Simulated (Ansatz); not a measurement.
Start from WC (space group Pm-3m, No. 221; a = 4.185 Å; a hypothetical phase, not in the database extracts checked).

Now apply this change: a hydrostatic pressure of 7.5 GPa.

Levels (all Ansatz, an electronic-structure program, PAW): PBEsol (420 eV, no SOC); PBEsol+SOC (420 eV, with spin-orbit coupling).

The geometry is relaxed with PBEsol.

| Property | Result |
|---|---|
| PBEsol pressure | 7.5 GPa |

Problem. Predict the pressure from PBEsol+SOC.

Solution. The pressure falls by 0.6 GPa (7.5 GPa → 6.9 GPa).

Single points use the geometry relaxed with PBEsol. The spin-orbit shifts are approximate. Load acts through the strain it causes; cell and atoms are relaxed under it. No phonon test of stability was made. No other phases were tried under pressure. The runs without spin-orbit coupling are not spin-polarised.
